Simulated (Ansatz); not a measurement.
Consider IrO2 in the rutile structure (space group P4_2/mnm, No. 136; a = 4.529 Å, c = 3.180 Å).

All numbers come from Ansatz (a program for electronic structure) PBE, spin-orbit coupling left out, earlier PAW set.

It is then changed as follows: full substitution Ir → Si, then cell and atoms are relaxed.

Measured lattice parameter a: IrO2 4.5051 Å (room temperature; as listed in Zenji Hiroi, Progress in Solid State Chemistry (2015)); SiO2 4.179 Å (room temperature; as listed in Zenji Hiroi, Progress in Solid State Chemistry (2015)).

**Question.** How well does PBE reproduce the measured shift?

**Answer.** With PBE the lattice parameter a moves by -0.294 Å (4.529 → 4.236) against -0.326 Å measured.

No phonon test of stability was made. No Hubbard U is applied, and correlation can decide whether such a compound is a metal. The final runs are not spin-polarised.
